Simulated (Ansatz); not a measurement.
Consider the following.

```yaml
crystal:
  lattice:
    - [3.20750, 0.00000, 0.00000]
    - [0.00000, 4.76482, 0.00000]
    - [0.00000, 0.00000, 4.76482]
  atoms:
    - { symbol: Sn, position: [0.50000, 0.50000, 0.50000] }
    - { symbol: Sn, position: [0.00000, 0.00000, 0.00000] }
    - { symbol: O, position: [0.50000, 0.80597, 0.19403] }
    - { symbol: O, position: [0.50000, 0.19403, 0.80597] }
    - { symbol: O, position: [0.00000, 0.69403, 0.69403] }
    - { symbol: O, position: [0.00000, 0.30597, 0.30597] }
```

Space group of this cell: P4_2/mnm, rutile. The cell is taken as given; by r2SCAN its mean pressure is -0.9 GPa.

The current runs along the normal of the first two printed vectors, the (100) plane. All runs by Ansatz (an electronic-structure program), plane waves and PAW, without spin-orbit coupling; the base is r2SCAN.

```json
[
 {"run": "base", "mean pressure (GPa)": "-0.9", "gap (eV)": "1.72", "mid-gap κ (1/Å)": "0.188"},
 {"run": "all lengths scaled by 0.98", "mean pressure (GPa)": "13.9", "gap (eV)": "(withheld)", "mid-gap κ (1/Å)": "(withheld)"},
 {"run": "lda in place of r2scan", "mean pressure (GPa)": "-4.6", "gap (eV)": "(withheld)", "mid-gap κ (1/Å)": "(withheld)"},
 {"run": "lengths across the current scaled by 1.02, ions clamped", "mean pressure (GPa)": "-8.9", "gap (eV)": "(withheld)", "mid-gap κ (1/Å)": "(withheld)"},
 {"run": "pbesol in place of r2scan", "mean pressure (GPa)": "0.6", "gap (eV)": "0.95", "mid-gap κ (1/Å)": "0.133"}
]
```

What belongs in the gaps?


- all lengths scaled by 0.98, gap (eV): 2.47
- all lengths scaled by 0.98, mid-gap κ (1/Å): 0.236
- lda in place of r2scan, gap (eV): 0.90
- lda in place of r2scan, mid-gap κ (1/Å): 0.130
- lengths across the current scaled by 1.02, ions clamped, gap (eV): 1.22
- lengths across the current scaled by 1.02, ions clamped, mid-gap κ (1/Å): 0.149
